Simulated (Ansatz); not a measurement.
## TiGeO3 (R-3, No. 148, 10 atoms in the cell; start mp-780260): band gap by level of theory

No measured value is used here.

```json
[
 {"level (code)": "LDA (Ansatz)", "value (eV)": "___"},
 {"level (code)": "PBEsol (Ansatz)", "value (eV)": "1.19 (indirect)"},
 {"level (code)": "PBEsol+SOC (Ansatz)", "value (eV)": "1.19 (indirect)"}
]
```

Fill in the missing entries.


- LDA (Ansatz, a quantum-chemistry and plane-wave program), value (eV): 1.17 (indirect)

Computed values are for a static lattice. Spin–orbit coupling is included only where a level's name says +SOC; with heavier elements it mostly lowers gaps and can invert bands. The crystal itself was run without spin with LDA, PBEsol; a magnetic state was not tried in these runs. Values are at the PBE-D3(BJ) cell. Ansatz's density-functional and Hartree–Fock values are scalar-relativistic unless marked +SOC, with PAW data made under PBE.

A start named mp-… is a Materials Project structure, which need not be a measured phase.
